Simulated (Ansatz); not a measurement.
The reference is TiAl (space group P4/mmm, No. 123; a = 2.813 Å, c = 4.058 Å).

Calculations: DFT with r2SCAN, PAW potentials and a 500 eV plane-wave cutoff in Ansatz (a first-principles code), without spin-orbit coupling.

Before the change:

| Item | Result |
|---|---|
| Pressure | 0.0 GPa |

Perturbation: the cell is scaled by 1.0081 in all directions; the atoms relax in the strained cell.

Question: What happens to the pressure?

Answer: The pressure (mean of the normal stresses, compression positive) goes from zero to -2.8 GPa.

Question: Estimate the effect on the energy relative to the base.

Answer: The energy rises by 3.5 meV/atom.

Whether these cells are dynamically stable was not tested. All final runs are without spin polarisation.
